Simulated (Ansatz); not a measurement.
An Ansatz (an electronic-structure program) input (Ansatz r2SCAN, scalar-relativistic without spin-orbit coupling):

Ansatz 0.2 input:
```yaml
crystal:
  lattice:
    - [3.3969062337, 0, 0]
    - [1.6984531168, 2.9418070926, 0]
    - [1.6984531168, -0.9806023642, 2.7561619644]
  atoms:
    - { symbol: B, position: [0, 0, 0] }
    - { symbol: As, position: [0.5, 0.25, 0.75] }
basis: { ecutwfc: 500, ecutrho_ratio: 4, xc_grid: 4, fft_grid_basis: typed }
kpoints: { mp_grid: { grid: [12, 12, 12] } }
hamiltonian:
  xc: r2scan
  dispersion: none
  pseudopotentials: { kind: paw }
scf: { occupations: { method: fermi_dirac, width: 0.05 } }
relax: { f_tol: 0.005, max_steps: 50, cell: { stress_tol: 0.01, fix: [a, b, gamma] } }
output: { forces: true, stress: true }
checkpoint: { write: state.ck, write_every: 1000 }
```

**Question.** Which symmetry and how many k-points will the program report, and about how many plane waves at Γ?

**Answer.** Space group R3m (ITA 160) with 6 operations, k-points 189 of 1728, and 719 plane waves at Γ.

**Question.** And the final pressure?

**Answer.** -1.04 GPa (compression positive).

The cells carry an imposed strain or load. Whether these cells are dynamically stable was not tested. The cell was made from BAs in the zinc blende structure (space group F-43m, No. 216) by this change: biaxial strain +0.42 %, plane normal [111], relaxed out of plane.
